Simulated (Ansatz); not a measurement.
The starting structures come from a database of crystals and need not be the phases stable at ambient conditions.

 Where the default PAW files enter, the runs use the earlier of Ansatz's two default sets.

Input:

```
CELL_PARAMETERS angstrom
      4.66215     0.00000     0.00000
      0.00000     4.66215     0.00000
      2.33108     2.33108     3.29664
ATOMIC_POSITIONS crystal
  Mg 0.00000 0.00000 0.00000
  Te 0.25000 0.75000 0.50000
```

Space group of this cell: F-43m, zinc blende. The cell is strained (all lengths scaled by 1.02); by PBEsol its mean pressure is -2.2 GPa.

Transport runs along the normal of the first two printed cell vectors, the (001) plane of the conventional cell.

No gap correction and no spin-orbit coupling; mid-gap values are interpolated between computed energies.

Q: Compute, with PBEsol (Ansatz, a quantum-chemistry and plane-wave program), the band gap and the smallest decay constant κ at mid-gap.

A: Gap 2.05 eV on a 10×10×10 mesh; κ = 0.150 1/Å, at the zone centre.
